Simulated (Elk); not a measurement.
Elk run on MnO (Fm-3m, 4 atoms in the cell): self-consistent single point.

Method of the run: PBE, all-electron FP-LAPW, Elk's shipped species files, APW+lo basis with extra local orbitals in Elk 10.2.4.

The change in words: lattice scaled by 0.98. Reference geometry:
```
CELL_PARAMETERS angstrom
      4.48040     2.24020     2.24020
      2.24020     4.48040     2.24020
      2.24020     2.24020     4.48040
ATOMIC_POSITIONS crystal
  Mn 0.00000 0.00000 0.00000
  Mn 0.50000 0.50000 0.50000
  O  0.25000 0.25000 0.25000
  O  0.75000 0.75000 0.75000
```
Moments meant for the start (each program seeds them in its own way; μB, in the order of the atoms Mn Mn O O): 5.0 -5.0 0.0 0.0.

Reference input (self-consistent single point, DFT, PBE, all-electron FP-LAPW, Elk's shipped species files, APW+lo basis with extra local orbitals): xctype = 20; spinpol = true; rgkmax = 7.5; stype = 3; swidth = 0.00183747 Ha; ngridk = 5 5 5; reducebf = 0.7; tforce = true; gmaxvr = 18 1/bohr; lmaxapw = 10; lmaxo = 8; nxlo = 2. This run's input differs from it in these lines:

```diff
@@ -52,3 +52,3 @@
 scale
-  10.36959209
+  10.16220043
```

Output (repeated stretches shortened):

```
│ Self-consistent loop started │
│ Loop number : 1 │
 total energy                :     -2479.48106120
 total moment                :   0.7464680950E-16
│ Loop number : 2 │
 total energy                :     -2479.69568709
 total moment                :   0.9914381729E-16
RMS change in Kohn-Sham potential (target) :    3.848358589     (  0.1000000000E-05)
Absolute change in total energy (target)   :   0.2146258888     (  0.1000000000E-03)
│ Loop number : 3 │
 total energy                :     -2466.61709080
 total moment                :   0.2088755083E-16
RMS change in Kohn-Sham potential (target) :    2.517023929     (  0.1000000000E-05)
   [... lines left out ...]
│ Loop number : 26 │
 total energy                :     -2467.90891744
 total moment                :  -0.6080463651E-16
RMS change in Kohn-Sham potential (target) :   0.1649944007E-05 (  0.1000000000E-05)
Absolute change in total energy (target)   :   0.2030300811E-04 (  0.1000000000E-03)
│ Loop number : 27 │
 total energy                :     -2467.90894473
 total moment                :  -0.4876845454E-16
RMS change in Kohn-Sham potential (target) :   0.4588129541E-06 (  0.1000000000E-05)
Absolute change in total energy (target)   :   0.3236499424E-04 (  0.1000000000E-03)
Convergence targets achieved

│ Loop number : 28 │

Energies :
 Fermi                       :     0.303872093466
 xc effective B-field        :    -0.719476004421
 external B-field            :      0.00000000000
 total energy                :     -2467.90895781
 (external B-field energy excluded from total)

Density of states at Fermi energy :   0.2904750893E-02
 (states/Hartree/unit cell)

Estimated indirect band gap :   0.3843735289E-01
 from k-point     18 to k-point      1
Estimated direct band gap   :   0.5016650426E-01
 at k-point      3

Charges :
 core                        :    24.00000000
 valence                     :    42.00000000
 interstitial                :    3.730473325
 muffin-tins (core leakage)
  species :    1 (Mn)
   atom    1                 :    23.54052091     (  0.9006129176E-12)
   [... lines left out ...]
 total moment                :  -0.4594380134E-16
   [... lines left out ...]
   total force               :     0.00000000   -0.00000000    0.00000000
   total magnitude           :     0.00000000
  atom :    2
   Hellmann-Feynman          :     0.00000000    0.00000000   -0.00000000
   IBS                       :    -0.00000000   -0.00000000    0.00000000
   total force               :     0.00000000   -0.00000000    0.00000000
   total magnitude           :     0.00000000
```

The run converged in 28 iterations. The count includes the last loop, which Elk runs after its targets are met. Against the reference run the gap on the mesh goes from 0.871 to 1.046 eV.

The starting cell has typed, rounded lattice constants, without a prior relaxation at this level. Its lattice was rescaled by a random factor within 2.5 % of one. For this run, on top of that: lattice scaled by 0.98. The magnetic order is the one reached from the typed start; others were not searched systematically. Values depend on the basis (sphere radii, cutoffs, local orbitals), which need not be converged.

Cost on one core of a shared machine: roughly 4 min.
